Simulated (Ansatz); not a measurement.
**Tl under a change: 6 layers**

Start from Tl in the hcp (Mg type) structure (space group P6_3/mmc, No. 194; a = 3.5195 Å, c = 5.6022 Å). Axes: x lies along a and z along c of the hexagonal cell.

The change: a free-standing slab of 6 layers (6 atoms, 1 a layer) is cut normal to the z axis, with 15 Å of vacuum and the in-plane cell held at bulk.

All numbers come from r2SCAN (Ansatz, a program for electronic structure, PAW, without spin-orbit coupling). Settings: 15×15×1 k-points, 0.05 eV Fermi–Dirac smearing, for the changed cell.

The layer's space group (with vacuum) is P-3m1 (No. 164) and the shortest interatomic distance drops by 0.067 bohr, from 6.539 bohr to 6.472 bohr. The band gap is still zero and the excess energy per area of both faces (slab less bulk energy over the cell's area: twice a surface energy) is 0.7 J/m² (uncertain by up to 0.09 J/m²). The thickness between the outermost nuclei amounts to 13.91 Å and the change of the spacing d12 from its bulk value of 2.801 Å comes out as -0.3 %. The change of the spacing d23 from its bulk value of 2.801 Å amounts to -1.6 %.

Final structure:

```
Tl
1.0
    3.51952     0.00000     0.00000
    1.75976     3.04800     0.00000
    0.00000     0.00000    29.00554
Tl
6
Cartesian
  3.51952   2.03200   7.54984
  1.75976   1.01600  10.34390
  3.51952   2.03200  13.10090
  1.75976   1.01600  15.90464
  3.51952   2.03200  18.66164
  1.75976   1.01600  21.45570
```

Cost of the whole job for the changed cell (relaxation, final SCF and bands): about 2.6 core-minutes (a rough figure).

The excess energy carries the mismatch between the slab's and the bulk's meshes. Whether these cells are dynamically stable was not tested.
